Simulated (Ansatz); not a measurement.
Results of PBE0 in Ansatz (PAW) for CsGeCl₃ (R3m, No. 160; cell taken from a computed entry).

Settings: plane-wave cutoff 460 eV, 4×4×4 k mesh, Fermi–Dirac smearing 0.01 eV, scalar-relativistic PAW data made under PBE.

Cell (relaxed with PBEsol):

```xyz
5
Lattice="3.7427 2.1608 3.0775 -3.7427 2.1608 3.0775 0.0000 -4.3217 3.0775" Properties=species:S:1:pos:R:3 pbc="T T T"
Cs     0.0000     0.0000     9.1925
Ge     0.0000     0.0000     4.6965
Cl     0.0000    -2.0312     6.0061
Cl     1.7590     1.0156     6.0061
Cl    -1.7590     1.0156     6.0061
```

**Question.** Predict the band gap and direct gap at Γ.

**Answer.** 
- band gap: 2.74 eV (on the SCF k mesh)
- direct gap at Γ: 8.33 eV

Note: cell and atoms aren't relaxed at this level (largest force component 0.19 eV/Å, pressure 1.4 GPa).

Spin–orbit coupling is not included.

The computed numbers hold no vibrational or temperature effects.

Ansatz is an electronic-structure program.
